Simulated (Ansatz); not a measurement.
Co interstitial in beta Si3N4 (the name describes the start): one set of geometries, relaxed with PBE, evaluated in Ansatz (PAW, plane waves to 420 eV, 500 eV under r2SCAN) with PBE, r2SCAN.

Set-up: 84-site cell; 2×2×2 shifted k-points; start: void with 6N6Si nearest; charged states image-corrected; no Hubbard U; energies good to tenths of an eV; relaxed from one start, so a lower configuration may exist; flagged in the runs: a host whose relaxation on this sampling wasn't shown to rest, a strain field that reaches the edge of the cell.

```json
[
 {"quantity": "host gap (eV)", "PBE": "4.25", "r2SCAN": "4.90"},
 {"quantity": "ε(+1/0) above the VBM (eV)", "PBE": "2.82", "r2SCAN": "3.69"},
 {"quantity": "ε(0/−1) above the VBM (eV)", "PBE": "3.26", "r2SCAN": "4.03"},
 {"quantity": "largest moment on one atom at charge +1 (μB)", "PBE": "1.85", "r2SCAN": "1.89"},
 {"quantity": "neutral formation energy against hcp Co, ferromagnetic (eV)", "PBE": "4.64", "r2SCAN": "4.70"},
 {"quantity": "largest moment on one atom at charge 0 (μB)", "PBE": "0.96", "r2SCAN": "1.07"}
]
```

PBE narrows the gap by 0.65 eV against r2SCAN, the highest level run, and puts the levels shown 0.82 eV lower above the valence-band maximum on average (from the rounded values).

Ansatz is a program for electronic structure.
